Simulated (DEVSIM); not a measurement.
System: Mo/Al2O3/SiO2/p-Si capacitor, at 300 K.

Layer 1 from the left is Al2O3, thickness (nm) 6.10. Layer 2 from the left is SiO2, thickness (nm) 0.790. Layer 3 from the left is Si, thickness (nm) 4000, Na (cm⁻³) 1e16.

Metal gate on the left, work function 4.6 eV. Fixed charge at the semiconductor interface 0 cm⁻² (in units of +e); no interface traps.

This is a model device: material constants are rounded textbook-type values typed into the input, and sizes, dopings and lifetimes were drawn at random. Values at 300 K.

Al2O3: gap (eV) 6.8, affinity (eV) 1.35, permittivity 9. SiO2: gap (eV) 9, affinity (eV) 0.9, permittivity 3.9. Si: gap (eV) 1.124, affinity (eV) 4.05, permittivity 11.7, Nc (cm⁻³) 2.86e19, Nv (cm⁻³) 3.1e19.

Question: Estimate by hand the flat-band voltage, the threshold voltage, and compare with a numerical solution.

Answer: 
- Flat-band voltage: C = 1.01 μF/cm², work-function difference -0.366 V; VFB = φms − qNf/C = -0.37 V; numerical -0.37 V.
- Threshold voltage: φF = 0.355 V, depletion charge √(4εqNφF) = 4.86e-8 C/cm²; VT = VFB + 2φF + Qd/C = 0.39 V; numerical 0.39 V.

Model (solved in DEVSIM): 1D Poisson equation in equilibrium, Boltzmann statistics, complete ionisation; no quantum confinement or tunnelling. Metal contacts follow the ideal Schottky-Mott rule: no Fermi-level pinning, no interface dipoles.
